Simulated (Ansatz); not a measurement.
A (8,0) antimony nanotube, relaxed period 7.117 Å, atoms relaxed at each strain.

```csv
strain,energy (meV a period),axial force (nN)
-0.015,+46.3,-1.43
+0.015,+45.5,+1.37
```

Calculation: PBE (plane waves to 420 eV, PAW; Ansatz, a program for electronic structure). Mesh 1×1×6. No spin polarisation. Periodic along z alone, with about 11 Å of vacuum beside it. A hypothetical model, rolled from the flat sheet. It keeps the symmetry and period of its start, so it need not be a minimum against all distortions. Values not marked SOC lack spin–orbit coupling. Buckling under compression is shut out by symmetry and the short period. Energies are free energies at a Fermi–Dirac width of 0.02 eV, from the unstrained cell.

Mean diameter 10.85 Å.

Problem. Work out the axial stiffness dF/dε in two ways, and what it means for a modulus.

Solution. From the forces: (+1.37 − (-1.43))/0.030 = 93.3 nN. From the energies: (E₊ + E₋)/(ε² c) = 0.0918 eV/(0.015² × 7.117 Å) = 57.33 eV/Å = 91.9 nN. The two agree to within 2 %. Spread over the circumference π × 10.85 Å, the force value is a sheet stiffness of 27 N/m.
